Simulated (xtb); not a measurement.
xtb 6.7.1, GFN1-xTB: Zr(OEt)2(OiPr)2 (CC[O][Zr]([O]CC)([O]C(C)C)[O]C(C)C), 39 atoms. The geometry is a generated start, not checked to be a minimum at this level.

```
Item                      Result
-----------------  -------------
run flags                 --grad
method                  GFN1-xTB
--acc                1 (default)
--etemp (K)        300 (default)
basis functions              114
valence electrons             92
```

Charge 0 and multiplicity 1 are set for this test and not shown to be the ground state.

One run each on 1 thread. Values of broydamp tried: 0.02, 0.05, 0.1, 0.2, 0.4 (default), 0.6, 0.8, 1.

### Question
Which value of broydamp needs the fewest SCC iterations, and what happens away from it?

### Answer
Fewest SCC iterations, within one of each other: 0.4 (default) with 11, 0.6 with 12. The count rises to 20 at 0.05. All converge to one solution.

```csv
broydamp,SCC iterations,end
0.02,19,same solution
0.05,20,same solution
0.1,16,same solution
0.2,13,same solution
0.4 (default),11,same solution
0.6,12,same solution
0.8,15,same solution
1,16,same solution
```
